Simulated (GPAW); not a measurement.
```
CuGaSe2
1.0
   -2.77695     2.77695     5.45490
    2.77695    -2.77695     5.45490
    2.77695     2.77695    -5.45490
Ga Cu Se
2 2 4
Direct
  0.50000   0.50000   0.00000
  0.25000   0.75000   0.50000
  0.00000   0.00000   0.00000
  0.75000   0.25000   0.50000
  0.87500   0.87500   0.50000
  0.12500   0.62500   0.00000
  0.37500   0.37500   0.50000
  0.62500   0.12500   0.00000
```

Method: PBE+U, GPAW PAW datasets PBE (gpaw-data 1.0.1) (plane waves; GPAW).

The set-up and first iterations of a GPAW log for CuGaSe2 (I-42d, 8 atoms in the cell):

```
Input parameters:
  convergence: {bands: -6,
                density: 1e-05}
  kpts: [3 3 3]
  maxiter: 120
  mode: {ecut: 800,
         name: pw}
  nbands: -8
  occupations: {name: methfessel-paxton,
                order: 0,
                width: 0.05}
  setups: {Cu: :d,2.0}
  symmetry: {symmorphic: False,
             tolerance: 0.0005}
  xc: PBE

species:
  Ga:
    name: Gallium
    Z: 31.0
    valence: 3
    core: 28
    charge: 0.0
    file: Ga.PBE.gz

    # Using partial waves for Ga as LCAO basis

  Cu:
    name: Copper
    Z: 29.0
    valence: 11
    core: 18
    charge: 0.0
    Hubbard: {U: 2.0,  # eV
              l: 2,
              scale: True}
    file: Cu.PBE.gz

    # Using partial waves for Cu as LCAO basis

  Se:
    name: Selenium
    Z: 34.0
    valence: 6
    core: 28
    charge: 0.0
    file: Se.PBE.gz

    # Using partial waves for Se as LCAO basis

Reference energy: -460226.375262  # eV

Spin-paired calculation

   [... lines left out ...]
  External potential:
    NoExternalPotential

XC parameters: PBE with 2 nearest neighbor stencil

Number of atoms: 8
Number of atomic orbitals: 42
Number of bands in calculation: 34
Number of valence electrons: 52
Bands to converge: 28

Density initialized from atomic densities
  34 bands from LCAO basis set

Atomic positions and initial magnetic moments

Positions:
   0 Ga     0.000000    0.000000    5.454900    ( 0.0000,  0.0000,  0.0000)
   1 Ga     2.776950    0.000000    2.727450    ( 0.0000,  0.0000,  0.0000)
   2 Cu     0.000000    0.000000    0.000000    ( 0.0000,  0.0000,  0.0000)
   3 Cu    -0.000000    2.776950    2.727450    ( 0.0000,  0.0000,  0.0000)
   4 Se     1.388475    1.388475    6.818625    ( 0.0000,  0.0000,  0.0000)
   5 Se     1.388475   -1.388475    4.091175    ( 0.0000,  0.0000,  0.0000)
   6 Se     1.388475    1.388475    1.363725    ( 0.0000,  0.0000,  0.0000)
   7 Se    -1.388475    1.388475    4.091175    ( 0.0000,  0.0000,  0.0000)

Unit cell:
           periodic     x           y           z      points  spacing
  1. axis:    yes   -2.776950    2.776950    5.454900    48     0.1031
  2. axis:    yes    2.776950   -2.776950    5.454900    48     0.1031
  3. axis:    yes    2.776950    2.776950   -5.454900    48     0.0818

  Lengths:   6.721520   6.721520   6.721520
  Angles:  131.195130 131.195130  71.503241

Effective grid spacing dv^(1/3) = 0.1150
     iter     time        total  log10-change:
                         energy   eigst   dens
iter:   1 --:--:--   -31.140169   +0.40
iter:   2 --:--:--   -31.012852   -1.24  -1.19
iter:   3 --:--:--   -30.650472   -0.88  -1.20
iter:   4 --:--:--   -30.788680   -1.77  -1.42
iter:   5 --:--:--   -30.747889   -0.87  -1.56
iter:   6 --:--:--   -30.499279   -2.01  -1.77
iter:   7 --:--:--   -30.467136   -2.36  -1.99
iter:   8 --:--:--   -30.466087   -3.46  -2.50
iter:   9 --:--:--   -30.463937c  -3.86  -2.56
iter:  10 --:--:--   -30.463084c  -4.29  -2.94
iter:  11 --:--:--   -30.463461c  -3.59  -3.08
iter:  12 --:--:--   -30.463508c  -4.89  -3.10
```

Task: Will this run converge, and how will it end?

Result: The run converged in 26 iterations. Its thresholds were met; that alone does not show that basis and mesh suffice. It ends on: free energy E − TS (from the program's reference atoms) -30.4628 eV; top of the valence band (on the code's own zero) 5.60 eV; gap on the k-point mesh 0.59 eV; pressure 6.47 GPa; largest force (vector length) 0.388 eV/Å. The log goes on:

```
iter:  13 --:--:--   -30.462910c  -4.63  -3.13
   [... 8 lines left out ...]
iter:  22 --:--:--   -30.462773c  -6.20  -4.29
iter:  23 --:--:--   -30.462773c  -7.06  -4.51
iter:  24 --:--:--   -30.462774c  -6.43  -4.60
iter:  25 --:--:--   -30.462773c  -6.98  -4.64
iter:  26 --:--:--   -30.462773c  -7.87c -5.09c
Converged after 26 iterations.

Dipole moment: (0.558773, -0.558773, 0.000000) |e|*Ang

Energy contributions relative to reference atoms: (reference = -460226.375262)

Kinetic:        +84.698499
Potential:      -77.070372
External:        +0.000000
XC:             -38.135844
Entropy (-ST):   -0.000000
Local:           +0.044943
SIC:             +0.000000
--------------------------
Free energy:    -30.462773
Extrapolated:   -30.462773

Showing only first 2 kpts
 Kpt  Band  Eigenvalues  Occupancy
  0    24      5.47725    2.00000
  0    25      5.60084    2.00000
  0    26      6.19158    0.00000
  0    27      7.58433    0.00000

  1    24      4.82044    2.00000
  1    25      5.20149    2.00000
  1    26      7.62187    0.00000
  1    27      7.83002    0.00000

Fermi level: 5.97044

Gap: 0.591 eV
Transition (v -> c):
  (s=0, k=0, n=25, [0.00, 0.00, 0.00]) -> (s=0, k=0, n=26, [0.00, 0.00, 0.00])
No difference between direct/indirect transitions
   [... lines left out ...]
  1 Ga    0.00000    0.00000    0.00000
  2 Cu    0.00000    0.00000    0.00000
  3 Cu    0.00000    0.00000    0.00000
  4 Se    0.38775    0.00000    0.00000
  5 Se    0.00000   -0.38775   -0.00000
  6 Se   -0.38775    0.00000    0.00000
  7 Se    0.00000    0.38775    0.00000

Stress tensor:
    -0.040467     0.000000     0.000000
     0.000000    -0.040467    -0.000000
     0.000000    -0.000000    -0.040166
Stress (GPa, Voigt): [-6.4835 -6.4835 -6.4354 -0.      0.      0.    ]
```

For comparison: a first run (DFT PBE, plane waves, GPAW PAW datasets PBE (gpaw-data 1.0.1)) was changed to give this one (setups: default → {Cu: :d,2.0}), and from it to this one the pressure goes from 6.28 to 6.47 GPa, the largest force goes from 0.472 to 0.388 eV/Å and the gap on the mesh goes from 0.412 to 0.591 eV.

The starting cell has typed, rounded lattice constants, without a prior relaxation at this level. Its lattice was rescaled by a random factor within 2.5 % of one. Spin polarisation is off. The U value is a test value, and with U on an open shell several self-consistent states can exist. With a pressure of about 6 GPa the cell is away from its equilibrium volume at this level.

The run was DFT PBE+U, plane waves, GPAW PAW datasets PBE (gpaw-data 1.0.1). Main settings of its input:

mode: pw
ecut: 800 eV
xc: PBE
setups: {Cu: :d,2.0}
kpts: 3 3 3
mesh shift (steps): 0 0 0
occupations.name: methfessel-paxton
occupations.width: 0.05 eV
occupations.order: 0
nbands: -8
convergence.density: 1e-05 e/electron
convergence.bands: -6
